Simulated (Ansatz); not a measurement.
The parent structure is WC (space group P-6m2, No. 187).

```
CELL_PARAMETERS angstrom
      2.91257     0.00000     0.00000
     -1.45629     2.52236     0.00000
      0.00000     0.00000     2.83670
ATOMIC_POSITIONS crystal
  W  0.00000 0.00000 0.00000
  C  0.66667 0.33333 0.50000
```

All numbers come from r2SCAN, PAW, 500 eV (Ansatz, a first-principles code; no SOC), earlier PAW set.

One change was made to it. Results:

```csv
quantity,base,after
band gap,zero,zero
density,15.61 g/cm³,15.66 g/cm³
shortest interatomic distance,2.200 Å,2.197 Å
```

Q: Which of these changes matches the shifts?
A. pressure 1.5 GPa
B. pressure −2 GPa
C. pressure 3 GPa

A: A, pressure 1.5 GPa. For comparison, the density in the other runs: pressure 3 GPa gives 15.72 g/cm³; pressure −2 GPa gives 15.53 g/cm³.

Load acts through the strain it causes; cell and atoms are relaxed under it. Stability against distortions was not tested. The final runs are not spin-polarised.
